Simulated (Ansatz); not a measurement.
An Ansatz (a program for electronic structure) run: CdSe with a change (pressure 4.5 GPa); DFT with PBEsol, PAW potentials and a 420 eV plane-wave cutoff in Ansatz, without spin-orbit coupling.

Input:

Ansatz 0.2 input:
```yaml
crystal:
  lattice:
    - [0, 3.0038537141, 3.0038537141]
    - [3.0038537141, 0, 3.0038537141]
    - [3.0038537141, 3.0038537141, 0]
  atoms:
    - { symbol: Cd, position: [0, 0, 0] }
    - { symbol: Se, position: [0.25, 0.25, 0.25] }
basis: { ecutwfc: 420, ecutrho_ratio: 4, xc_grid: 2, fft_grid_basis: typed }
kpoints: { mp_grid: { grid: [9, 9, 9] } }
hamiltonian:
  xc: pbesol
  dispersion: none
  pseudopotentials: { kind: paw }
scf: { occupations: { method: fermi_dirac, width: 0.05 } }
relax: { f_tol: 0.01, max_steps: 60, cell: { stress_tol: 0.02, p_target: 4.5 } }
output: { forces: true, stress: true }
checkpoint: { write: state.ck, write_every: 1000 }
```

Output (explanatory and most iteration lines left out):

```
Relaxation: its limit of steps is 60 (relax.max_steps)
Pseudopotential: Cd, paw, valence charge 20
Pseudopotential: Se, paw, valence charge 16
Crystal: 2 atoms, lattice volume = 54.208 Å³
Basis set: ecut = 420 eV, 1067 PW (Γ), exchange–correlation on 60×60×60 points (8 copies of the dense FFT grid, shifted against one another)
Bands: 22, of which v1, the nominal top of the filled ones, is band 18 counted from 1 (17 counted from 0)
Symmetry: 24 space group operations
Space group: F-43m (ITA 216), of the structure as read, at distance tolerance 3.8e-5 Å
k-points: 35 of 729 (time reversal used)
Functional: x = pbesol(κ = 0.804, μ = 0.12345679012345678), c = pbesol(β = 0.046)
SCF iter   1: F=—  HF=-13609.400042 eV  |F-HF|=—  |Δ(HF+E_count)|=         —  Δρ=4.33e-3  dr2=1.20e-2  ethr=1.77e-3  ⟨swp⟩=5.9  Hψ=3296  notcnv=0
SCF iter   2: F=—  HF=-13609.396877 eV  |F-HF|=—  |Δ(HF+E_count)|=   3.16e-3  Δρ=1.09e-3  dr2=2.88e-4  ethr=3.34e-5  ⟨swp⟩=2.0  Hψ=1505  notcnv=0
SCF 1 converged in 7 iterations: F = -13609.396904 eV  dr2 = 3.02e-9
relax step   1: F+E_penalty+E_count = -13609.39690406 eV  Δ(F+E_penalty+E_count) = +0.000e0 eV  max|allowed force component| = 8.327e-17 eV/Å  Δτ_max = 0.0000 Å  P = +2.085 GPa  Ω = 54.208 Å³  (7 SCF iters, dr2 threshold 1.00e-7 eV, accepted)
[... steps on the carried basis left out ...]
relax step   5: F+E_penalty+E_count = -13609.35786505 eV  Δ(F+E_penalty+E_count) = +3.372e-4 eV  max|allowed force component| = 3.585e-17 eV/Å  Δτ_max = 0.0000 Å  P = +4.500 GPa  Ω = 52.286 Å³  stress off target by 5.79e-5 GPa  SCF on the basis re-selected at this cell (its energy is not comparable with the rows above)  (6 SCF iters)
SCF converged after 6 iterations
Free energy (F): -13609.357865 eV
Internal energy: -13609.357856 eV  (E = F + TS)
E sigma→0 (E₀):  -13609.357860 eV
Entropy (-TS):   -0.000010 eV (-0.005 meV/atom)
Fermi energy:    8.799470 eV
--- Forces (eV/Å), atoms counted from 1 ---
  atom   1  Cd     0.00000000    -0.00000000    -0.00000000
  atom   2  Se    -0.00000000     0.00000000     0.00000000
--- Stress (GPa, compression-positive) ---
        4.499942       0.000000       0.000000
       -0.000000       4.499942       0.000000
        0.000000       0.000000       4.499942
  P = ⅓ Tr σ = 4.4999 GPa (44.999 kbar)
--- Relaxed structure (4 steps of the walk, 4 accepted, 1 SCFs on fresh bases) ---
  cell:  # Å, volume = 52.2857 Å³
    - [1.7579033513489784e-33, 2.9679125595988203, 2.9679125595988203]
    - [2.9679125595988203, 8.127118392468466e-33, 2.9679125595988203]
    - [2.9679125595988203, 2.9679125595988203, 6.114446439474707e-33]
  atoms:
    - { symbol: Cd, position: [-1.1140034092423925e-33, 1.3758075677693817e-33, 1.0178304530488045e-33] }
    - { symbol: Se, position: [0.25, 0.25, 0.25] }
```

Load acts through the strain it causes; cell and atoms are relaxed under it. No phonon test of stability was made. Tetrahedral semiconductors of this kind turn to denser phases somewhere between about 1 and 50 GPa; those were not computed, so compressed cells here can lie past the real transition. The cell was made from CdSe in the zinc blende structure (space group F-43m, No. 216) by this change: pressure 4.5 GPa.
